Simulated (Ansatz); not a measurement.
**HfC, pressure series**

Consider HfC in the rock salt structure (space group Fm-3m, No. 225).

```cif
data_CHf
_chemical_formula_sum 'C1 Hf1'
_space_group_name_H-M_alt 'P 1'
_space_group_IT_number 1
_cell_length_a 3.28147
_cell_length_b 3.28147
_cell_length_c 3.28147
_cell_angle_alpha 60.000
_cell_angle_beta 60.000
_cell_angle_gamma 60.000
loop_
_space_group_symop_operation_xyz
  'x, y, z'
loop_
_atom_site_label
_atom_site_type_symbol
_atom_site_fract_x
_atom_site_fract_y
_atom_site_fract_z
_atom_site_occupancy
C1 C 0.00000 0.00000 0.00000 1
Hf1 Hf 0.50000 0.50000 0.50000 1
```

Cell and atoms are relaxed at each pressure.

Computed with r2SCAN (Ansatz, a first-principles code, PAW, no spin-orbit coupling).

Notes on the quantities. enthalpy: H = E + PV relative to the base's energy.

| change | enthalpy | shortest interatomic distance | density |
|---|---|---|---|
| base | – | 2.320 Å | 12.66 g/cm³ |
| pressure −2 GPa | -0.16 eV/atom | 2.327 Å | 12.56 g/cm³ |
| pressure −1 GPa | -0.08 eV/atom | 2.324 Å | 12.61 g/cm³ |
| pressure 1.8 GPa | +0.14 eV/atom | 2.315 Å | 12.75 g/cm³ |
| pressure 4.2 GPa | +0.32 eV/atom | ? | ? |
| pressure 9 GPa | +0.69 eV/atom | 2.294 Å | 13.10 g/cm³ |
| pressure 18 GPa | +1.36 eV/atom | 2.271 Å | 13.51 g/cm³ |
| pressure 30 GPa | +2.22 eV/atom | 2.244 Å | 14.00 g/cm³ |
| pressure 45 GPa | +3.25 eV/atom | 2.214 Å | 14.57 g/cm³ |
| pressure 60 GPa | +4.25 eV/atom | 2.189 Å | 15.08 g/cm³ |

### Question
What belongs in the blanks?

### Answer

- pressure 4.2 GPa, shortest interatomic distance: 2.308 Å
- pressure 4.2 GPa, density: 12.87 g/cm³

Load acts through the strain it causes; cell and atoms are relaxed under it. No phonon test of stability was made. Competing high-pressure phases were not computed. All final runs are without spin polarisation.
